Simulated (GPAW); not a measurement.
Band structure of HgI₂ (Cmc2_1, 6 atoms in the cell).

```yaml
crystal:
  lattice:
    - [2.46657, -3.70211, 0.00000]
    - [2.46657, 3.70211, 0.00000]
    - [0.00000, 0.00000, 13.90428]
  atoms:
    - { symbol: Hg, position: [0.65651, 0.34349, 0.00125] }
    - { symbol: Hg, position: [0.34349, 0.65651, 0.50125] }
    - { symbol: I, position: [0.60265, 0.39735, 0.63110] }
    - { symbol: I, position: [0.39735, 0.60265, 0.13110] }
    - { symbol: I, position: [0.08497, 0.91503, 0.37094] }
    - { symbol: I, position: [0.91503, 0.08497, 0.87094] }
```

Level of theory: PBEsol, GPAW PAW datasets PBEsol (made by gpaw-setup) (plane waves; GPAW 25.7.0).

Settings: mode = pw; ecut = 550 eV; xc = PBEsol; kpts = 4 4 1; mesh shift (steps) = 0 0 0; occupations.name = fermi-dirac; occupations.width = 0 eV; nbands = -4; convergence.forces = 0.001 eV/Å; convergence.bands = -2; symmetry.symmorphic = false; symmetry.tolerance = 0.0005; maxiter = 150; bandpath_npoints = 40.

The starting cell comes from a database of computed structures (which also holds hypothetical and non-ambient phases and stackings), without a prior relaxation at this level. Its lattice was rescaled by a random factor within 2.5 % of one. Spin-orbit coupling is off.

### Question
Predict the gap along the standard path and the places of the band edges.

### Answer
The gap along the path is 2.20 eV, from Z to Y; the smallest direct gap on it is 2.28 eV. Another conduction valley lies within 0.1 eV, so the order of the valleys is not sure.

Levels in eV from the top of the valence band on the SCF mesh, bands 29 to 36:
```tsv
point	29	30	31	32	33	34	35	36
Γ	-0.12	-0.09	-0.01	0.00	2.28	3.31	4.13	4.28
X	-0.65	-0.56	-0.54	0.02	2.54	2.80	5.37	5.39
S	-0.31	-0.28	-0.15	-0.10	2.45	2.78	4.34	4.43
R	-0.42	-0.42	-0.13	-0.13	2.69	2.69	4.39	4.39
A	-0.61	-0.61	-0.21	-0.21	2.64	2.64	5.30	5.30
Z	-0.13	-0.13	0.04	0.04	2.80	2.80	4.22	4.22
Y	-0.60	-0.29	-0.19	-0.18	2.24	2.45	4.67	5.05
X1	-0.65	-0.56	-0.54	0.02	2.54	2.80	5.37	5.39
A1	-0.61	-0.61	-0.21	-0.21	2.64	2.64	5.30	5.30
T	-0.37	-0.37	-0.33	-0.33	2.43	2.43	4.76	4.76
```
